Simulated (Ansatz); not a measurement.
Ansatz (a program for electronic structure) run on BiSb (P1, 2 atoms in the cell): self-consistent single point.

Computed with LDA (PW92), PAW files made with PBE (plane waves; Ansatz).

```yaml
crystal:
  lattice:
    - [2.22629, 1.28535, 3.97515]
    - [-2.22629, 1.28535, 3.97515]
    - [0.00000, -2.57070, 3.97515]
  atoms:
    - { symbol: Sb, position: [0.75034, 0.79988, 0.77507] }
    - { symbol: Bi, position: [0.24965, 0.20011, 0.22492] }
```

Reference input (self-consistent single point, DFT, LDA (PW92), plane waves, PAW files made with PBE): kpoints.mp_grid.grid = 6 6 6; hamiltonian.xc = lda; hamiltonian.pseudopotentials = {kind: paw} (the program's default PAW files); scf.occupations.method = gaussian; scf.occupations.width = 0.272 eV. This run's input differs from it in these lines:

Ansatz 0.2 input:
```diff
@@ -9,3 +9,3 @@
 kpoints:
-  mp_grid: { grid: [6, 6, 6] }
+  mp_grid: { grid: [5, 5, 5] }
 hamiltonian:
```

Output, abridged:

```
SCF iter   1: F=—  HF=-18423.618056 eV  |F-HF|=—  |Δ(HF+E_count)|=         —  Δρ=1.48e-2  dr2=1.58e-1  ethr=3.10e-3  ⟨swp⟩=6.0  Hψ=6073  notcnv=0
all-band conjugate gradients solve this SCF's bands
preconditioner: auto → Kerker (q_TF=auto, 2.379 Å⁻¹)
SCF iter   2: F=—  HF=-18423.589171 eV  |F-HF|=—  |Δ(HF+E_count)|=   2.89e-2  Δρ=9.17e-3  dr2=6.32e-2  ethr=5.28e-4  ⟨swp⟩=1.2  Hψ=1716  notcnv=0
SCF iter   3: F=—  HF=-18423.573449 eV  |F-HF|=—  |Δ(HF+E_count)|=   1.57e-2  Δρ=1.33e-3  dr2=2.12e-3  ethr=2.11e-4  ⟨swp⟩=2.6  Hψ=1797  notcnv=0
SCF iter   4: F=—  HF=-18423.573306 eV  |F-HF|=—  |Δ(HF+E_count)|=   1.43e-4  Δρ=4.91e-4  dr2=3.35e-4  ethr=7.05e-6  ⟨swp⟩=2.1  Hψ=1727  notcnv=0
SCF iter   5: F=—  HF=-18423.573293 eV  |F-HF|=—  |Δ(HF+E_count)|=   1.31e-5  Δρ=1.45e-4  dr2=2.01e-5  ethr=1.12e-6  ⟨swp⟩=2.0  Hψ=1474  notcnv=0
SCF iter   6: F=—  HF=-18423.573299 eV  |F-HF|=—  |Δ(HF+E_count)|=   6.00e-6  Δρ=4.30e-5  dr2=1.44e-6  ethr=6.69e-8  ⟨swp⟩=2.2  Hψ=1965  notcnv=0
SCF iter   7: F=-18423.573299 eV  HF=-18423.573299 eV  |F-HF|=7.35e-9  |Δ(HF+E_count)|=   1.02e-7  Δρ=8.64e-6  dr2=6.42e-8  ethr=3.33e-10  ⟨swp⟩=6.0  Hψ=7281  notcnv=0
SCF 1 converged in 7 iterations: F = -18423.573299 eV  dr2 = 6.42e-8
Free energy (F): -18423.573299 eV
Internal energy: -18423.565178 eV  (E = F + TS)
E sigma→0 (E₀):  -18423.569238 eV
Entropy (-TS):   -0.008121 eV (-4.060 meV/atom)
Fermi energy:    9.016178 eV
--- Forces (eV/Å), atoms counted from 1 ---
  atom   1  Sb     0.99578436     0.19454809    -1.04415255
  atom   2  Bi    -0.99579300    -0.19455381     1.04415295
--- Stress (GPa, compression-positive) ---
        0.819155       2.566690      -3.742171
        2.566690      -0.086450      -0.626122
       -3.742170      -0.626121      -0.422065
  P = ⅓ Tr σ = 0.1035 GPa (1.035 kbar)
  The stress holds the Pulay correction. Without it, at fixed plane waves, as pw.x and ABINIT print it: P = 0.0875 GPa
```

The run converged in 7 iterations. Against the reference run the free energy falls by 14.9 meV/atom, the pressure goes from 0.24 to 0.10 GPa and the largest force goes from 1.503 to 1.456 eV/Å.

The starting cell comes from a database of computed structures (which also holds hypothetical and non-ambient phases and stackings), without a prior relaxation at this level. Its atoms were displaced at random from the sites of space group no. 160. Forces in this geometry exceed 1 eV/Å. Ansatz's pressure includes its estimate of the finite-basis (Pulay) stress. A gap is left out here, as mesh or smearing make it unsure.
